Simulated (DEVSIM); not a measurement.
Structure: Si p-n junction from an implanted or diffused profile, at 300 K.

```
layer (left to right)  material  thickness (μm)  Nd (cm⁻³)  τn (s)  τp (s)
---------------------  --------  --------------  ---------  ------  ------
1                            Si             140     4.9e14  4.1e-5  4.1e-5
```

Added acceptor profile: 8.5e18 cm⁻³ × exp(−(x − 0.1 μm)²/(2·(0.023 μm)²)). Left contact: ohmic. Right contact: ohmic. Voltage is applied to the left contact. Recombination: SRH at mid-gap, radiative, Auger. Gap narrowing is on: ΔEg = 6.92 meV × (l + √(l² + 0.5)), l = ln(N/1.3e17 cm⁻³), shared equally by both band edges. Mobility is μmin + (μ − μmin)/(1 + (N/Nref)^α).

This is a model device: material constants are rounded textbook-type values typed into the input, and sizes, dopings and lifetimes were drawn at random. Values at 300 K.

```csv
parameter,Si
gap (eV),1.124
affinity (eV),4.05
permittivity,11.7
Nc (cm⁻³),2.86e19
Nv (cm⁻³),3.1e19
μn (cm²/Vs),1417
μp (cm²/Vs),470
"μn,min",52
"μp,min",45
"Nref,n",9.7e16
"Nref,p",2.2e17
αn,0.68
αp,0.72
B (cm³/s),4.7e-15
Cn (cm⁶/s),2.8e-31
Cp (cm⁶/s),9.9e-32
```

Simulated with DEVSIM: 1D drift-diffusion, Boltzmann statistics, complete ionisation; no tunnelling, impact ionisation, image-force lowering or self-heating.

The peak of the profile was swept, all else fixed.

```json
[
 {"peak of the profile (cm^-3)": "8.5e17", "potential step across the device at zero bias (V)": "0.004"},
 {"peak of the profile (cm^-3)": "1.7e18", "potential step across the device at zero bias (V)": "0.008"},
 {"peak of the profile (cm^-3)": "4.2e18", "potential step across the device at zero bias (V)": "0.029"},
 {"peak of the profile (cm^-3)": "8.5e18", "potential step across the device at zero bias (V)": "0.528"}
]
```

From the first row to the last the potential step across the device at zero bias goes from 0.004 to 0.528.
